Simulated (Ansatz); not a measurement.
## A short convergence ladder for Hf2CoP (P2_1/m, 8 atoms in the cell)

```xyz
8
Lattice="5.1272 0.0000 0.0000 0.0000 3.5468 0.0000 -2.4234 0.0000 6.9081" Properties=species:S:1:pos:R:3 pbc="T T T"
Hf     2.5946     0.8867     3.8929
Hf     0.1092     2.6601     3.0153
Hf     1.3202     0.8867     0.5645
Hf     1.3836     2.6601     6.3436
Co     0.1224     0.8867     4.9095
Co     2.5815     2.6601     1.9986
P      3.9067     0.8867     1.4580
P     -1.2029     2.6601     5.4501
```

Base method: LDA (PW92), default PAW files made with PBE (plane waves; Ansatz, a quantum-chemistry and plane-wave program).

Base settings: basis.ecutwfc = 420 eV; kpoints.mp_grid.grid = 5 7 3; hamiltonian.xc = lda; hamiltonian.pseudopotentials = {kind: paw} (the program's default PAW files); scf.occupations.method = gaussian; scf.occupations.width = 0.1 eV.

Core times come from one kind of shared machine, to one figure; runs under 30 s give none.

**Zone-centre phonons against the cutoff**

In this ladder: phonons.method = dfpt.

The mesh stays at the base's, so the ladder's end is converged at best in this setting alone.

Frequencies are those of the unrelaxed cell, without the LO-TO term of polar crystals.

Only quantities that move along the ladder and can be compared are tabulated.

```tsv
basis.ecutwfc	highest zone-centre frequency (cm⁻¹)	lowest optical frequency (cm⁻¹)	core time / last (rough)
210 eV	337.6	63.2	0.5
250 eV	324.2	94.3	0.6
355 eV	344.1	97.2	0.8
420 eV	343.4	96.7	1
```

Coarsest basis.ecutwfc that holds the lowest optical frequency within 2 cm⁻¹ of the last step, with all finer ones: 355 eV; the step before is off by 2.4 cm⁻¹.

Coarsest basis.ecutwfc that holds the highest zone-centre frequency within 5 cm⁻¹ of the last step, with all finer ones: 355 eV; the step before is off by 19 cm⁻¹.

On the base run: the starting cell comes from a database of computed structures (which also holds hypothetical and non-ambient phases and stackings), without a prior relaxation at this level. Its lattice was rescaled by up to half a per cent. Spin polarisation is off, so a magnetic state, if there is one, cannot be reached. In the base run, with a pressure of about -4 GPa the cell is away from its equilibrium volume at this level.

Keys are those of Ansatz 0.2.
